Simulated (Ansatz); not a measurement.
Base system: PbS (space group P6_3/mmc, No. 194; a = 5.001 Å, c = 5.982 Å; a hypothetical phase, not in the database extracts checked).

Calculations: r2SCAN (Ansatz, an electronic-structure program), scalar-relativistic without spin-orbit coupling.

Carriers are added at fixed cell with a uniform background; the Fermi–Dirac width is that of 300 K.

One change was made to it. Results:

```tsv
quantity	base	after
gap between the host's bands	1.73 eV	1.78 eV
Fermi level relative to the doped band's edge (positive inside the band; to 0.05 eV)	–	+0.40 eV
```

Task: Which change produced these results?
A) holes 7.0×10^21 cm⁻³
B) electrons 7.0×10^21 cm⁻³
C) holes 1.5×10^21 cm⁻³
D) electrons 1.5×10^21 cm⁻³

Result: C, holes 1.5×10^21 cm⁻³. For comparison, the gap between the host's bands in the other runs: electrons 1.5×10^21 cm⁻³ gives 1.71 eV; holes 7.0×10^21 cm⁻³ gives 1.98 eV; electrons 7.0×10^21 cm⁻³ gives 1.63 eV.

Charged cell with a jellium background: band edges are those of the host's band count, energies are not comparable with the neutral cell, and many-body gap narrowing is missing. Spin-orbit coupling, missing from the scalar runs, can matter with Pb. Whether these cells are dynamically stable was not tested. The base started in P6_3mc and relaxed to P6_3/mmc at this level.
